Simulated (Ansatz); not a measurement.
**PBE against r2SCAN: GaP, P → Al**

Consider GaP in the zinc blende structure (space group F-43m, No. 216; a = 5.506 Å).

(Cell as relaxed with PBE.)

Levels (all Ansatz, a program for electronic structure, PAW, earlier PAW set): PBE (420 eV, no spin-orbit coupling); r2SCAN (500 eV, no spin-orbit coupling).

Each level relaxes its own structure.

| base | PBE | r2SCAN |
|---|---|---|
| volume per atom | 20.87 Å³ | 20.25 Å³ |
| lattice parameter a | 5.506 Å | 5.452 Å |
| band gap | 1.58 eV | 1.85 eV |

Perturbation: Al takes the place of P on all its sites; the structure is relaxed again.

```tsv
quantity	PBE	r2SCAN
shortest interatomic distance	2.563 Å	2.537 Å
band gap	zero	zero
```

PBE's shortest interatomic distance lies 0.0267 Å above r2SCAN's (1.1 %); the two agree on the band gap. Neither level is exact; r2SCAN is the comparison here, not a measurement.

Whether these cells are dynamically stable was not tested. As relaxed here, AlGa is a hypothetical phase, not in the database extracts checked.
